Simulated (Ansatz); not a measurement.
Amorphous In9Ga9Zn9O39W, 67 atoms at 5.97 g/cm³, one PBE-relaxed geometry, zone centre. Methods: PBE, scalar-relativistic without spin-orbit coupling (Ansatz, a first-principles code); r2SCAN, scalar-relativistic without spin-orbit coupling (Ansatz); HSE06, scalar-relativistic without spin-orbit coupling (Ansatz). Plane waves to 420 eV (r2SCAN 500 eV); exact exchange is cut at the cell's faces. At PBE the levels at the filled edge of the gap are localised (band-tail or defect states). All rungs ran without spin polarisation.

Preparation: random packing, a CHGNet melt and quench, and a DFT relaxation. O atoms were pushed apart under 1.9 Å during the dynamics, to hinder bonds among them. The hot cell started wider than the set density and was brought back towards it in steps. It is the lowest in DFT energy of 2 quenches. It is a model cell: composition and starting density were chosen by hand, and all elements were melted together. No dispersion term was used. Its density started from a set value of 5.97 and ended at 5.97 g/cm³. The quench (nominally 210 K/ps over its main leg) was far faster than any real one, so the model tends to hold more defects than a real film. A cell of this size samples the disorder only roughly. The volume was held where the preparation left it and the shape relaxed, at a PBE pressure of 1.9 GPa. Stress components on the final sampling reach 1.9 GPa.

The relaxation ran on the zone centre alone. At PBE the level gap is 0.98 eV on a 2×2×2 Γ-centred mesh, and the spacing at the zone centre alone 0.97 eV.

Task: What zone-centre spacing does r2SCAN give, roughly?

Result: 1.43 eV (+0.46 eV against PBE).

Task: What zone-centre spacing does HSE06 give, roughly?

Result: 2.54 eV (+1.57 eV against PBE).

The highest filled and the lowest empty state spread over these numbers of atoms (participation numbers): PBE: 8.3 and 59.5; r2SCAN: 9.2 and 59.0; HSE06: 8.8 and 58.6.
